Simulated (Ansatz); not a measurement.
Here is the system:

```
GaAs
1.0
    0.00000     2.80823     2.80823
    2.80823     0.00000     2.80823
    2.80823     2.80823     0.00000
Ga As
1 1
Cartesian
  0.00000   0.00000   0.00000
  1.40412   1.40412   1.40412
```

All values below come from r2SCAN with spin-orbit coupling, rigid bands (plane waves, PAW; Ansatz, a quantum-chemistry and plane-wave program). Condition of this run: hydrostatic pressure 2 GPa (the target of the relaxation). Cell: cell and atoms relaxed with r2SCAN, then loaded as said.

**Question.** What conductivity effective mass do dilute electrons have at 300 K?

**Answer.** 0.068 mₑ.

**Question.** Predict the hole conductivity mass (n e² τ/σ) at 300 K, by direction if it differs.

**Answer.** 0.39 mₑ.

**Question.** And the band gap?

**Answer.** 1.08 eV at this level; semilocal functionals usually fall short of the measured gap.

Rigid bands, one relaxation time for all states, no polarons.
